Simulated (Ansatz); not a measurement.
System: Ag₂S (within 0.1 Å of Cmcm, No. 63, 6 atoms in the cell; start mp-556225; a measured phase of this formula has another space group). Method: PBEsol+SOC (Ansatz, a program for electronic structure, plane waves, PAW).

Settings: plane-wave cutoff 520 eV, 10×6×10 k mesh (along the axes of the cell as run), Fermi–Dirac smearing 0.01 eV, PAW data made under PBE.

Cell (relaxed with PBEsol):

```
CELL_PARAMETERS angstrom
      4.17223     0.00000    -0.01067
      0.00000     7.20415     0.00000
     -1.56361     0.00000     3.86853
ATOMIC_POSITIONS crystal
  Ag 0.10788 0.25000 0.89194
  Ag 0.89212 0.75000 0.10806
  Ag 0.50000 0.00000 0.50000
  Ag 0.50000 0.50000 0.50000
  S  0.72741 0.25000 0.27236
  S  0.27259 0.75000 0.72764
```

Give the computed band gap.


- band gap = 0.95 eV (direct)

The computed numbers hold no vibrational or temperature effects.

A start named mp-… is a Materials Project structure, which need not be a measured phase.
